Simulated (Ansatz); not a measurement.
Adsorption energy and surface dipole of N on the 1x1 (111) surface of fcc Ni, ferromagnetic, one in a 2x1 cell, started at the site 'top Ni', worked from the runs' numbers; total energies count from the potentials' own zero.

Calculation: PBE (plane waves to 420 eV, PAW; Ansatz, an electronic-structure program).

Set-up: 9 atoms, 6.0 Å thick at the start under the adsorbate (thin: gaps and levels are the slab's own); mesh 7x14x1; 0.1 eV smearing; dipole correction on; 4 atoms held, the rest relaxed; held to the start's symmetry, so lower structures may exist; spin-polarised, no spin-orbit, no U, no dispersion correction. At the end it is bonded to 3 Ni. In PBE it is, or lies within 0.03 eV of, the lowest of the starts that converged.

```json
[
 {"quantity": "slab with the adsorbate", "value": "-47098.719 eV"},
 {"quantity": "clean slab, same cell and mesh", "value": "-46715.169 eV"},
 {"quantity": "reference, ½ N2(g)", "value": "-384.013 eV"},
 {"quantity": "area of the cell", "value": "10.73 Å²"},
 {"quantity": "change of the step from the bottom to the top vacuum level", "value": "1.251 eV"}
]
```

Question: What is the adsorption energy against this reference?

Answer: E(slab + adsorbate) − E(slab) − E(reference) = 0.46 eV, so in this state the adsorbate is less stable than in the reference, at a coverage of 9.32 a nm².

Question: What dipole does adsorption add to the slab along the outward normal (Helmholtz relation, ε₀ = 0.005526 e/(V·Å))?

Answer: p = −ε₀·A·ΔV = -0.074 e·Å = -0.36 D; its negative end points to the vacuum, which raises the vacuum level.
